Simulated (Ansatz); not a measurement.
Start from ZnSe in the zinc blende structure (space group F-43m, No. 216).

```xyz
2
Lattice="0.0000 2.8168 2.8168 2.8168 0.0000 2.8168 2.8168 2.8168 0.0000" Properties=species:S:1:pos:R:3 pbc="T T T"
Se     4.2251     4.2251     4.2251
Zn     0.0000     0.0000     0.0000
```

The values are results of Ansatz (a first-principles code), PBEsol, PAW, cutoff 420 eV, scalar-relativistic without spin-orbit coupling, not measurements.

Base values:

The hole mass comes out as 0.096, 0.58, 0.58 mₑ (at Γ) and the band gap is 1.24 eV. The lattice parameter a comes out as 563.4 pm.

Modification: full substitution Se → S; the structure is relaxed again.

Tabulated Pauling electronegativity and covalent radius: Se 2.55, 1.20 Å; S 2.58, 1.05 Å.

### Question
What happens to the hole mass?

### Answer
The hole mass (degenerate bands, along [100]) becomes 0.18, 0.68, 0.68 mₑ (at Γ) (base: 0.096, 0.58, 0.58 mₑ (at Γ)).

### Question
How does this affect the band gap?

### Answer
The band gap goes up by 0.85 eV to 2.09 eV.

### Question
Predict the new lattice parameter a.

### Answer
The lattice parameter a falls by 27.73 pm (563.4 pm → 535.6 pm).

Masses are band curvatures over ±0.01 Å⁻¹ around the edge. Stability against distortions was not tested.
